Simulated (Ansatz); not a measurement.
Consider ZnSnAs2 in the chalcopyrite structure (space group I-42d, No. 122).

```yaml
crystal:
  lattice:
    - [-2.91974, 2.91974, 5.86873]
    - [2.91974, -2.91974, 5.86873]
    - [2.91974, 2.91974, -5.86873]
  atoms:
    - { symbol: Sn, position: [0.50000, 0.50000, 0.00000] }
    - { symbol: Sn, position: [0.25000, 0.75000, 0.50000] }
    - { symbol: As, position: [0.37500, 0.34921, 0.47421] }
    - { symbol: As, position: [0.65079, 0.12500, 0.02579] }
    - { symbol: As, position: [0.87500, 0.90079, 0.52579] }
    - { symbol: As, position: [0.09921, 0.62500, 0.97421] }
    - { symbol: Zn, position: [0.00000, 0.00000, 0.00000] }
    - { symbol: Zn, position: [0.75000, 0.25000, 0.50000] }
```

Cartesian axes are those of the cell as printed.

Calculations: plane-wave PAW DFT at the PBEsol level (Ansatz, a program for electronic structure, 420 eV), no spin-orbit coupling.

Strains are applied to the cell and any free atomic positions relax.

One change was made to it. Results:

```csv
quantity,base,after
band gap,zero,zero
energy relative to the base (free energy F),0 meV/atom,+3.6 meV/atom
"pressure (mean of the normal stresses, compression positive)",0.0 GPa,-1.3 GPa
```

### Question
Which of these changes matches the shifts?
(A) uniaxial strain ε_zz = +1.50 %
(B) uniaxial strain ε_zz = +3.00 %
(C) uniaxial strain ε_zz = +2.25 %
(D) uniaxial strain ε_zz = +0.75 %

### Answer
C, uniaxial strain ε_zz = +2.25 %. For comparison, the energy relative to the base in the other runs: uniaxial strain ε_zz = +1.50 % gives +1.6 meV/atom; uniaxial strain ε_zz = +0.75 % gives +0.4 meV/atom; uniaxial strain ε_zz = +3.00 % gives +6.3 meV/atom.

The mesh was chosen for an insulator and is coarse for the gapless case. Whether these cells are dynamically stable was not tested. All final runs are without spin polarisation. A zero or small gap of ZnSnAs2 can be the functional's error rather than a property of the material.
